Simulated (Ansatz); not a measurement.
Base system: MgS in the rock salt structure (space group Fm-3m, No. 225; a = 5.1551 Å).

Level of theory: Ansatz (a first-principles code), PBE-D3(BJ), PAW, cutoff 420 eV, no SOC.

Base values:

* **Width of the top valence band**: 2.43 eV
* **Valley order**: X along ⟨100⟩ 2.85 eV; Γ 3.95 eV
* **Electron mass**: 0.53 mₑ along k, 0.29 mₑ across (at X)
* **Hole mass**: 0.26, 0.92, 0.92 mₑ (at Γ)

Now apply this change: an isotropic linear strain of +2.06 %, atoms relaxed at fixed cell.

Question: How does this affect the width of the top valence band?

Answer: The width of the top valence band shrinks by 0.17 eV to 2.26 eV.

Question: How does this affect the valley order?

Answer: The valley order (the lowest conduction-band minima on the path, energy above the VBM, named in the base's zone) changes from X along ⟨100⟩ 2.85 eV; Γ 3.95 eV to X along ⟨100⟩ 2.72 eV; Γ 3.47 eV.

Question: Estimate the effect on the electron mass.

Answer: The electron mass goes from 0.53 mₑ along k, 0.29 mₑ across (at X) to 0.52 mₑ along k, 0.29 mₑ across (at X).

Question: Predict the new hole mass.

Answer: The hole mass (degenerate bands, along [100]) becomes 0.24, 0.99, 0.99 mₑ (at Γ) (base: 0.26, 0.92, 0.92 mₑ (at Γ)).

The levels and masses belong to the bands next to the band gap. Effective masses come from finite differences of ±0.01 Å⁻¹. Along k means along the line from Γ to the band edge. Whether these cells are dynamically stable was not tested. The base started in Pnma and relaxed to Fm-3m at this level.
